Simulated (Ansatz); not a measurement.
Start from CsPbCl3 in the cubic perovskite structure (space group Pm-3m, No. 221; a = 5.5209 Å). Axes: x, y, z lie along the cube axes.

Method: LDA, PAW, 420 eV (Ansatz, an electronic-structure program; without spin-orbit coupling).

Base values:

```
Property            Value
---------------  --------
Band gap          1.53 eV
Volume per atom  33.65 Å³
Pressure         0.00 GPa
```

Perturbation: biaxial strain +0.60 %, plane normal [001], relaxed out of plane (Cartesian); in-plane vectors clamped, the third vector and the atoms free.

### Question
How does this affect the band gap?

### Answer
The band gap increases by 0.03 eV (1.53 eV → 1.56 eV).

### Question
How does this affect the volume per atom?

### Answer
The volume per atom increases by 0.354 Å³, from 33.65 Å³ to 34.01 Å³.

### Question
How does this affect the pressure?

### Answer
The pressure (mean of the normal stresses, compression positive) goes from zero to -0.30 GPa.

Spin-orbit coupling, missing from the scalar runs, can matter with Pb. No phonon test of stability was made. Many cubic perovskites are stable only at high temperature; tilts and polar distortions were not tested. This is not the structure that CsPbCl3 has at room temperature and ambient pressure.
